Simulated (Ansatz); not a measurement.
Partial pair distribution functions of a relaxed model of amorphous Al₃₀O₄₈H₆, broadened by 0.06 Å; density 2.95 g/cm³. Calculation: PBE, scalar-relativistic without spin-orbit coupling (plane waves to 420 eV, PAW; Ansatz, a program for electronic structure).

Preparation: random packing, a CHGNet melt and quench, and a DFT relaxation. O atoms were pushed apart under 1.9 Å during the dynamics, to hinder bonds among them. The hot cell started wider than the set density and was brought back towards it in steps. It is the lowest in DFT energy of 2 quenches. It is a model cell: composition and starting density were chosen by hand, and all elements were melted together. No dispersion term was used. Its density started from a set value of 3.08 and ended at 2.95 g/cm³. The quench (nominally 180 K/ps over its main leg) was far faster than any real one, so the model tends to hold more defects than a real film. A cell of this size samples the disorder only roughly. Volume and shape were free in the relaxation.

```json
[
 {"r (Å)": "0.75", "g Al-O": "0.00", "g O-H": "0.01", "g Al-Al": "0.00", "g O-O": "0.00"},
 {"r (Å)": "0.85", "g Al-O": "0.00", "g O-H": "1.18", "g Al-Al": "0.00", "g O-O": "0.00"},
 {"r (Å)": "0.95", "g Al-O": "0.00", "g O-H": "9.21", "g Al-Al": "0.00", "g O-O": "0.00"},
 {"r (Å)": "1.05", "g Al-O": "0.00", "g O-H": "4.88", "g Al-Al": "0.00", "g O-O": "0.00"},
 {"r (Å)": "1.15", "g Al-O": "0.00", "g O-H": "0.18", "g Al-Al": "0.00", "g O-O": "0.00"},
 {"r (Å)": "1.25", "g Al-O": "0.00", "g O-H": "0.00", "g Al-Al": "0.00", "g O-O": "0.00"},
 {"r (Å)": "1.35", "g Al-O": "0.00", "g O-H": "0.00", "g Al-Al": "0.00", "g O-O": "0.00"},
 {"r (Å)": "1.45", "g Al-O": "0.00", "g O-H": "0.00", "g Al-Al": "0.00", "g O-O": "0.00"},
 {"r (Å)": "1.55", "g Al-O": "0.02", "g O-H": "0.00", "g Al-Al": "0.00", "g O-O": "0.00"},
 {"r (Å)": "1.65", "g Al-O": "1.03", "g O-H": "0.00", "g Al-Al": "0.00", "g O-O": "0.00"},
 {"r (Å)": "1.75", "g Al-O": "5.96", "g O-H": "0.00", "g Al-Al": "0.00", "g O-O": "0.00"},
 {"r (Å)": "1.85", "g Al-O": "7.62", "g O-H": "0.18", "g Al-Al": "0.00", "g O-O": "0.00"},
 {"r (Å)": "1.95", "g Al-O": "4.23", "g O-H": "1.25", "g Al-Al": "0.00", "g O-O": "0.00"},
 {"r (Å)": "2.05", "g Al-O": "1.12", "g O-H": "1.48", "g Al-Al": "0.00", "g O-O": "0.00"},
 {"r (Å)": "2.15", "g Al-O": "0.23", "g O-H": "0.66", "g Al-Al": "0.00", "g O-O": "0.00"},
 {"r (Å)": "2.25", "g Al-O": "0.15", "g O-H": "0.36", "g Al-Al": "0.00", "g O-O": "0.03"},
 {"r (Å)": "2.35", "g Al-O": "0.04", "g O-H": "0.50", "g Al-Al": "0.00", "g O-O": "0.34"},
 {"r (Å)": "2.45", "g Al-O": "0.00", "g O-H": "0.62", "g Al-Al": "0.01", "g O-O": "1.09"},
 {"r (Å)": "2.55", "g Al-O": "0.00", "g O-H": "0.50", "g Al-Al": "0.25", "g O-O": "1.68"},
 {"r (Å)": "2.65", "g Al-O": "0.02", "g O-H": "0.59", "g Al-Al": "0.69", "g O-O": "2.39"},
 {"r (Å)": "2.75", "g Al-O": "0.17", "g O-H": "0.25", "g Al-Al": "1.46", "g O-O": "2.79"},
 {"r (Å)": "2.85", "g Al-O": "0.28", "g O-H": "0.58", "g Al-Al": "1.86", "g O-O": "2.98"},
 {"r (Å)": "2.95", "g Al-O": "0.30", "g O-H": "1.22", "g Al-Al": "1.91", "g O-O": "2.19"},
 {"r (Å)": "3.05", "g Al-O": "0.34", "g O-H": "1.09", "g Al-Al": "2.63", "g O-O": "1.78"},
 {"r (Å)": "3.15", "g Al-O": "0.37", "g O-H": "1.75", "g Al-Al": "2.78", "g O-O": "1.27"},
 {"r (Å)": "3.25", "g Al-O": "0.58", "g O-H": "1.39", "g Al-Al": "2.37", "g O-O": "0.81"},
 {"r (Å)": "3.35", "g Al-O": "0.91", "g O-H": "1.89", "g Al-Al": "1.98", "g O-O": "0.69"},
 {"r (Å)": "3.45", "g Al-O": "1.22", "g O-H": "1.42", "g Al-Al": "1.60", "g O-O": "0.65"},
 {"r (Å)": "3.55", "g Al-O": "1.18", "g O-H": "1.01", "g Al-Al": "0.86", "g O-O": "0.63"},
 {"r (Å)": "3.65", "g Al-O": "1.43", "g O-H": "1.10", "g Al-Al": "0.37", "g O-O": "0.58"},
 {"r (Å)": "3.75", "g Al-O": "1.33", "g O-H": "0.94", "g Al-Al": "0.32", "g O-O": "0.63"},
 {"r (Å)": "3.85", "g Al-O": "1.13", "g O-H": "1.05", "g Al-Al": "0.55", "g O-O": "0.77"},
 {"r (Å)": "3.95", "g Al-O": "1.38", "g O-H": "0.95", "g Al-Al": "0.49", "g O-O": "0.64"},
 {"r (Å)": "4.05", "g Al-O": "1.54", "g O-H": "0.99", "g Al-Al": "0.52", "g O-O": "0.46"},
 {"r (Å)": "4.15", "g Al-O": "1.66", "g O-H": "1.13", "g Al-Al": "0.79", "g O-O": "0.42"},
 {"r (Å)": "4.25", "g Al-O": "1.74", "g O-H": "1.22", "g Al-Al": "0.69", "g O-O": "0.69"},
 {"r (Å)": "4.35", "g Al-O": "1.55", "g O-H": "1.01", "g Al-Al": "0.61", "g O-O": "0.73"},
 {"r (Å)": "4.45", "g Al-O": "1.46", "g O-H": "0.64", "g Al-Al": "0.73", "g O-O": "0.74"},
 {"r (Å)": "4.55", "g Al-O": "1.13", "g O-H": "1.03", "g Al-Al": "0.72", "g O-O": "0.85"},
 {"r (Å)": "4.65", "g Al-O": "0.81", "g O-H": "1.15", "g Al-Al": "0.75", "g O-O": "0.99"}
]
```

Within 2.38 Å each Al has 4.73 O neighbours on average.
